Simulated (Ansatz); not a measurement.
The parent structure is TaN (space group P6/mmm, No. 191; a = 5.202 Å, c = 2.906 Å). Axes: x lies along a and z along c of the hexagonal cell.

All numbers come from PBEsol, PAW, 420 eV (Ansatz, an electronic-structure program; spin-orbit coupling left out).

Strains are applied to the cell and any free atomic positions relax; under stress the whole cell relaxes.

One change was made to it. Results:

The energy increases by 2.2 meV/atom; the band gap is still zero.

Task: Name the change that was made.
A) isotropic strain +0.47 %
B) uniaxial stress, 1 GPa tension along z
C) isotropic strain +2.33 %
D) strain tensor (xx, yy, zz, yz, xz, xy) = (−2.05, −2.06, −1.88, −0.10, +1.01, +1.02) %

Result: A, isotropic strain +0.47 %. For comparison, the energy relative to the base in the other runs: isotropic strain +2.33 % gives +52 meV/atom; uniaxial stress, 1 GPa tension along z gives +0.1 meV/atom; strain tensor (xx, yy, zz, yz, xz, xy) = (−2.05, −2.06, −1.88, −0.10, +1.01, +1.02) % gives +49 meV/atom.

Without a gap, meshes like the base's 10×10×16 leave anisotropic stresses uncertain by several tenths of a GPa, and small strain energies with them. Beyond what the load breaks, stability against distortions was not tested. The final runs are not spin-polarised. This is not the structure that TaN has at room temperature and ambient pressure.
